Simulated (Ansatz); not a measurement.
## Zr, response to strain

Take Zr in the hcp (Mg type) structure (space group P6_3/mmc, No. 194; a = 3.2443 Å, c = 5.1580 Å; relaxed with 0.1 eV smearing) as the base. Axes: x lies along a and z along c of the hexagonal cell.

Strains are applied to the cell and any free atomic positions relax.

Computed with DFT with r2SCAN, PAW potentials and a 500 eV plane-wave cutoff in Ansatz (a first-principles code), spin-orbit coupling left out.

Notes on the quantities. energy relative to the base: free energy F.

| change | shortest interatomic distance | energy relative to the base |
|---|---|---|
| base | 3.187 Å | 0 meV/atom |
| uniaxial strain ε_zz = +0.50 % | 3.198 Å | +0.3 meV/atom |
| uniaxial strain ε_zz = +1.00 % | 3.208 Å | +1.2 meV/atom |
| uniaxial strain ε_zz = +1.50 % | 3.219 Å | +2.7 meV/atom |
| uniaxial strain ε_zz = +2.00 % | 3.229 Å | +4.7 meV/atom |
| uniaxial strain ε_zz = +2.50 % | 3.240 Å | +7.4 meV/atom |
| uniaxial strain ε_zz = +3.00 % | 3.244 Å | +10 meV/atom |

Whether these cells are dynamically stable was not tested. All final runs are without spin polarisation.
